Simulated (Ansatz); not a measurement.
A working Ansatz (a program for electronic structure) input for SrCr3 (Pm-3m, 4 atoms in the cell) (DFT, PBEsol, plane waves, default PAW files made with PBE):

Ansatz 0.2 input:
```yaml
crystal:
  lattice:
    - [4.43268900, 0.00000000, 0.00000000]
    - [0.00000000, 4.43268900, 0.00000000]
    - [0.00000000, 0.00000000, 4.43268900]
  atoms:
    - { symbol: Cr, position: [0.00000000, 0.50000000, 0.50000000], spin: 3.0 }
    - { symbol: Cr, position: [0.50000000, 0.50000000, 0.00000000], spin: 3.0 }
    - { symbol: Cr, position: [0.50000000, 0.00000000, 0.50000000], spin: 3.0 }
    - { symbol: Sr, position: [0.00000000, 0.00000000, 0.00000000] }
basis:
  ecutwfc: 420.0 eV
kpoints:
  mp_grid:
    grid: [10, 10, 10]
hamiltonian:
  xc: pbesol
  pseudopotentials:
    kind: paw
magnetization:
  spin_polarized: true
scf:
  occupations:
    method: methfessel_paxton
    width: 0.272 eV
output:
  forces: true
  eigenvalues: true
  stress: true
```

The run converged in 14 iterations: free energy E − TS (on the zero of these files) -13533.6329 eV; Fermi level (on the code's own zero) 10.44 eV; pressure 1.04 GPa; size of the cell's spin moment 13.10 μB. Each of these slips is then made, one at a time:

(1)
```diff
-    grid: [10, 10, 10]
+    grid: [1, 1, 1]
```

(2)
```diff
-    - [0.00000000, 0.00000000, 4.43268900]
+    - [4.43268900, 4.43268900, 0.00000000]
```

How does each altered input end?


(1) A single k-point for a small metallic cell. The run converged in 15 iterations without an error; against the sound input the free energy goes down by 1.06 eV/atom, the pressure goes from 1.04 to -34.13 GPa and the size of the net moment goes from 3.27 to 1.50 μB/atom.

(2) Linearly dependent lattice vectors. The program stopped before any SCF iteration, with the message: Error: invalid value for `crystal.lattice`: the lattice is degenerate (Ω = 0 Å³): its volume is under 1e-10 Å³.

The starting cell was generated: these elements placed on a structure prototype, without a prior relaxation; it need not be a known phase or ordering of this composition. The magnetic order is the one reached from the typed start; others were not searched systematically. The program warned that, by what it read of turns of the moments, another magnetic order lies lower. Ansatz's pressure includes its estimate of the finite-basis (Pulay) stress.

Left out of this page: 4 runs of the series outside the window shown, repeating another row's setting, or not comparable; 1 run of the series stopped by limits of time or memory.
